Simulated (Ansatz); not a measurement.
## What biaxial strain −1.00 %, plane normal [001], relaxed out of plane does to Sn

The parent structure is Sn in the diamond structure (space group Fd-3m, No. 227; a = 6.540 Å; relaxed with 0.1 eV smearing). Axes: x, y, z lie along the cube axes.

Modification: biaxial strain −1.00 %, plane normal [001], relaxed out of plane (Cartesian); in-plane vectors clamped, the third vector and the atoms free.

Method: PBEsol/PAW in Ansatz (a first-principles code), no spin-orbit coupling. Γ-centred 15×15×15 mesh, Fermi–Dirac width 0.1 eV.

| quantity | base | changed | shift |
|---|---|---|---|
| volume per atom | 34.97 Å³ | 34.63 Å³ | -0.34 Å³ |
| space group | Fd-3m (No. 227) | I4_1/amd (No. 141) | – |
| shortest interatomic distance | 2.832 Å | 2.823 Å | -0.009 Å |
| energy relative to the base (free energy F) | 0 meV/atom | +1.4 meV/atom | +1.4 meV/atom |
| pressure (mean of the normal stresses, compression positive) | 0.0 GPa | 0.4 GPa | +0.4 GPa |
| band gap | zero | zero | – |
| out-of-plane strain | – | +1.03 % | – |
| ratio −ε⊥/ε∥ | – | 1.03 | – |
| mean in-plane stress (compression positive) | – | +0.6 GPa | – |

Whether these cells are dynamically stable was not tested.
